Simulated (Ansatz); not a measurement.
The starting structures come from a database of crystals and need not be the phases stable at ambient conditions.

Inside the gap of an insulator the Bloch states are evanescent, with a wavenumber k + iκ along the transport direction.

Input:

```yaml
crystal:
  lattice:
    - [7.20437, 0.00000, 0.00000]
    - [-2.19277, 10.12767, 0.00000]
    - [-1.09638, 5.06383, 3.10008]
  atoms:
    - { symbol: K, position: [0.69903, 0.67666, 0.00000] }
    - { symbol: K, position: [0.30097, 0.32334, 0.00000] }
    - { symbol: K, position: [0.50000, 0.00000, 0.00000] }
    - { symbol: K, position: [0.00000, 0.00000, 0.00000] }
    - { symbol: V, position: [0.20258, 0.63810, 0.00000] }
    - { symbol: V, position: [0.79742, 0.36190, 0.00000] }
    - { symbol: O, position: [0.14047, 0.78681, 0.00000] }
    - { symbol: O, position: [0.85953, 0.21319, 0.00000] }
    - { symbol: O, position: [0.33006, 0.39737, 0.44642] }
    - { symbol: O, position: [0.66994, 0.60263, 0.55358] }
    - { symbol: O, position: [0.66994, 0.15621, 0.44642] }
    - { symbol: O, position: [0.33006, 0.84379, 0.55358] }
    - { symbol: O, position: [0.00000, 0.50000, 0.00000] }
```

Space group of this cell: C2/m. The cell is taken as given; by PBEsol its mean pressure is -1.2 GPa.

Transport runs along the normal of the first two printed cell vectors.

The gap is the functional's own. No spin-orbit coupling. Mid-gap values are interpolated on the energy grid.

Problem. Predict the band gap and the smallest decay constant κ at mid-gap from PBEsol (Ansatz, a quantum-chemistry and plane-wave program).

Solution. Gap 3.39 eV on a 4×10×10 mesh; κ = 0.526 1/Å, at the zone centre.
